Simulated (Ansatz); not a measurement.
Effect of tensor shear ε_yz = −2.90 % on Ti

The reference is Ti in the hcp (Mg type) structure (space group P6_3/mmc, No. 194; a = 2.936 Å, c = 4.636 Å). Axes: x lies along a and z along c of the hexagonal cell.

One thing is altered: tensor shear ε_yz = −2.90 % (engineering shear γ = -0.0580); the atoms relax in the strained cell.

Level of theory: r2SCAN (Ansatz, an electronic-structure program; PAW; 500 eV plane waves; no SOC). Settings: 18×18×10 k-points, 0.05 eV Fermi–Dirac smearing.

The space group changes from P6_3/mmc (No. 194) to C2/m (No. 12) and the shortest interatomic distance decreases by 0.079 Å (2.872 Å → 2.793 Å). The energy rises by 9.1 meV/atom and the pressure (mean of the normal stresses, compression positive) hardly moves (0.0 GPa against 0.1 GPa). The band gap remains zero and the stress (xx, yy, zz, yz, xz, xy; compression positive) is (-0.1, 0.2, 0.1, 2.9, 0.0, 0.0) GPa (rough).

Final structure:

```
Ti
1.0
    2.93591     0.00000     0.00000
   -1.46796     2.54258    -0.07373
    0.00000    -0.13446     4.63642
Ti
2
Direct
  0.33333   0.66667   0.75000
  0.66667   0.33333   0.25000
```

Without a gap, meshes like the base's 18×18×10 leave anisotropic stresses uncertain by several tenths of a GPa, and small strain energies with them. Stability against distortions was not tested. All final runs are without spin polarisation.
